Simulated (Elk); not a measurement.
Band structure of LiLu3 (P6_3/mmc, 8 atoms in the cell).

```
LiLu3
1.0
    6.87010     0.00000     0.00000
   -3.43505     5.94968     0.00000
    0.00000     0.00000     5.43812
Li Lu
2 6
Direct
  0.33333   0.66667   0.75000
  0.66667   0.33333   0.25000
  0.16786   0.33572   0.25000
  0.83214   0.66428   0.75000
  0.83214   0.16786   0.75000
  0.16786   0.83214   0.25000
  0.66428   0.83214   0.25000
  0.33572   0.16786   0.75000
```

Method: PBEsol, all-electron FP-LAPW, Elk's shipped species files, default APW+lo basis (Elk 10.2.4).

Settings: xctype = 22; swidth = 0.00367493 Ha; ngridk = 3 3 3; maxscl = 100.

The starting cell comes from a database of computed structures (which also holds hypothetical and non-ambient phases and stackings), without a prior relaxation at this level. Its lattice was rescaled by a random factor within 2.5 % of one. Spin-orbit coupling is off. Values depend on the basis (sphere radii, cutoffs, local orbitals), which need not be converged.

Levels in eV from the Fermi level, bands 75 to 82:
| point | 75 | 76 | 77 | 78 | 79 | 80 | 81 | 82 |
|---|---|---|---|---|---|---|---|---|
| Γ | -1.15 | -0.92 | -0.89 | -0.24 | -0.23 | 0.16 | 0.18 | 0.42 |
| M | -0.73 | -0.34 | -0.26 | -0.21 | -0.04 | 0.16 | 0.31 | 0.42 |
| K | -0.62 | -0.60 | -0.22 | -0.20 | -0.10 | -0.10 | 0.33 | 0.70 |
| A | -1.36 | -1.36 | 0.16 | 0.16 | 0.27 | 0.27 | 0.29 | 0.29 |
| L | -1.23 | -1.23 | -0.06 | -0.06 | 0.52 | 0.52 | 0.69 | 0.69 |
| H | -0.42 | -0.42 | -0.09 | -0.09 | 0.16 | 0.16 | 0.60 | 0.61 |

Bands cross the Fermi level along this path, so the cell is metallic at this level.
